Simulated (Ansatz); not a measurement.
Base system: ZnS in the zinc blende structure (space group F-43m, No. 216).

```
ZnS
1.0
    0.00000     2.69455     2.69455
    2.69455     0.00000     2.69455
    2.69455     2.69455     0.00000
Zn S
1 1
Cartesian
  0.00000   0.00000   0.00000
  1.34728   1.34728   1.34728
```

The values are results of Ansatz (an electronic-structure program) r2SCAN, scalar-relativistic without spin-orbit coupling, not measurements.

For the base:

Width of the top valence band: 2.82 eV
Electron mass: 0.19 mₑ (at Γ)
Valley order: Γ 2.70 eV; X along ⟨100⟩ 3.71 eV; L along ⟨111⟩ 3.82 eV

Now apply this change: an isotropic linear strain of −1.50 %, atoms relaxed at fixed cell.

**Question.** Predict the new width of the top valence band, electron mass, mean gap deformation potential ΔEg/Δln V and valley order.

**Answer.** The width of the top valence band rises by 0.18 eV (2.82 eV → 3.00 eV); the electron mass goes from 0.19 mₑ (at Γ) to 0.20 mₑ (at Γ); the mean gap deformation potential ΔEg/Δln V is -4.7 eV; the valley order (the lowest conduction-band minima on the path, energy above the VBM, named in the base's zone) becomes Γ 2.91 eV; X along ⟨100⟩ 3.60 eV; L along ⟨111⟩ 3.91 eV (base: Γ 2.70 eV; X along ⟨100⟩ 3.71 eV; L along ⟨111⟩ 3.82 eV).

Masses are band curvatures over ±0.01 Å⁻¹ around the edge. Whether these cells are dynamically stable was not tested.
